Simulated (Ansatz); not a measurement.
# Hypothetical diamond Be, pressure series

The reference is Be in the diamond structure (space group Fd-3m, No. 227; a hypothetical phase, not in the database extracts checked).

```
CELL_PARAMETERS angstrom
      0.00000     2.43704     2.43704
      2.43704     0.00000     2.43704
      2.43704     2.43704     0.00000
ATOMIC_POSITIONS crystal
  Be 0.75000 0.75000 0.75000
  Be 0.50000 0.50000 0.50000
```

Cell and atoms are relaxed at each pressure.

All numbers come from Ansatz (an electronic-structure program) PBEsol, without spin-orbit coupling.

| pressure (GPa) | volume per atom (Å³/atom) |
|---|---|
| -2 | 15.178 |
| 0 | 14.474 |
| 0.3 | 14.380 |
| 0.7 | ? |
| 1.5 | 14.027 |
| 3 | 13.632 |
| 5 | 13.177 |
| 7.5 | 12.684 |
| 10 | 12.258 |

Question: Fit the third-order Birch–Murnaghan form P(V) = (3B₀/2)[(V₀/V)^(7/3) − (V₀/V)^(5/3)]·[1 + (3/4)(B₀′ − 4)((V₀/V)^(2/3) − 1)] (squares taken in P) to the rows shown and predict the withheld row.

Answer: Least squares on the printed values gives V₀ = 14.472 Å³/atom, B₀ = 45.5 GPa, B₀′ = 3.4; this predicts 14.257 Å³/atom, and the run gives 14.258 Å³/atom, in agreement.

Load acts through the strain it causes; cell and atoms are relaxed under it. Whether these cells are dynamically stable was not tested. Competing high-pressure phases were not computed.
